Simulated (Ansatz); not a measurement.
Results of LDA (plane waves, PAW; Ansatz, an electronic-structure program) for NiAs-type NiSb.

Run with plane-wave cutoff 520 eV, 18×18×10 k mesh (along the axes of the cell as run), Fermi–Dirac smearing 0.05 eV, no spin polarisation, scalar-relativistic PAW data made under PBE.

Starting structure:

```yaml
crystal:
  lattice:
    - [3.93000, 0.00000, 0.00000]
    - [-1.96500, 3.40348, 0.00000]
    - [0.00000, 0.00000, 5.13000]
  atoms:
    - { symbol: Ni, position: [0.00000, 0.00000, 0.00000] }
    - { symbol: Ni, position: [0.00000, 0.00000, 0.50000] }
    - { symbol: Sb, position: [0.66667, 0.33333, 0.75000] }
    - { symbol: Sb, position: [0.33333, 0.66667, 0.25000] }
```

Question: Into what structure does the relaxation of cell and atoms lead at this level, with the symmetry of the start kept?

Answer: The volume falls by 4.5 %; final space group P6_3/mmc.
```yaml
crystal:
  lattice:
    - [3.87938, 0.00000, 0.00000]
    - [-1.93969, 3.35964, 0.00000]
    - [0.00000, 0.00000, 5.02738]
  atoms:
    - { symbol: Ni, position: [0.00000, 0.00000, 0.00000] }
    - { symbol: Ni, position: [0.00000, 0.00000, 0.50000] }
    - { symbol: Sb, position: [0.66667, 0.33333, 0.75000] }
    - { symbol: Sb, position: [0.33333, 0.66667, 0.25000] }
```
